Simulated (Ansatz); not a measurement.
Take InAgTe₂ in the chalcopyrite structure (space group I-42d, No. 122) as the base.

```
InAgTe2
1.0
   -3.17677     3.17677     6.31871
    3.17677    -3.17677     6.31871
    3.17677     3.17677    -6.31871
In Te Ag
2 4 2
Direct
  0.50000   0.50000   0.00000
  0.25000   0.75000   0.50000
  0.37500   0.36482   0.48982
  0.63518   0.12500   0.01018
  0.87500   0.88518   0.51018
  0.11482   0.62500   0.98982
  0.00000   0.00000   0.00000
  0.75000   0.25000   0.50000
```

Cartesian axes are those of the cell as printed.

Calculations: LDA (Ansatz, a quantum-chemistry and plane-wave program, PAW, scalar-relativistic without spin-orbit coupling).

For the base:

| Item | Value |
|---|---|
| Pressure | 0.0 GPa |
| Shortest interatomic distance | 270.9 pm |

The change: the cell is compressed by 1.50 % along x with no lateral relaxation; the atoms relax in the strained cell.

Q: What happens to the pressure and shortest interatomic distance?

A: The pressure (mean of the normal stresses, compression positive) goes from zero to 0.8 GPa; the shortest interatomic distance shrinks by 1.5 pm (270.9 pm → 269.4 pm).

Stability against distortions was not tested. All final runs are without spin polarisation. Gaps under 0.05 eV, about the width of the smearing, are given as zero.
